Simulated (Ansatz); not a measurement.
```
MgO
1.0
    0.00000     2.04382     2.10703
    2.04382     0.00000     2.10703
    2.04382     2.04382     0.00000
Mg O
1 1
Direct
  0.00000   0.00000   0.00000
  0.50000   0.50000   0.50000
```

The numbers are results of PBEsol, rigid bands (plane waves, PAW, scalar-relativistic; Ansatz, a quantum-chemistry and plane-wave program), not measurements. Condition of this run: biaxial strain xx = yy = -3 %, z clamped. Cell: cell and atoms relaxed with PBEsol, then loaded as said.

Problem. What conductivity effective mass do dilute electrons have at 300 K?

Solution. 0.38 (x), 0.38 (y), 0.36 (z) mₑ.

Problem. What conductivity effective mass do dilute holes have at 300 K?

Solution. 2.2 (x), 2.2 (y), 1.81 (z) mₑ.

Problem. And the band gap?

Solution. 5.18 eV at this level; semilocal functionals usually fall short of the measured gap.

Rigid bands, one relaxation time for all states, no polarons. Spin-orbit coupling is left out.
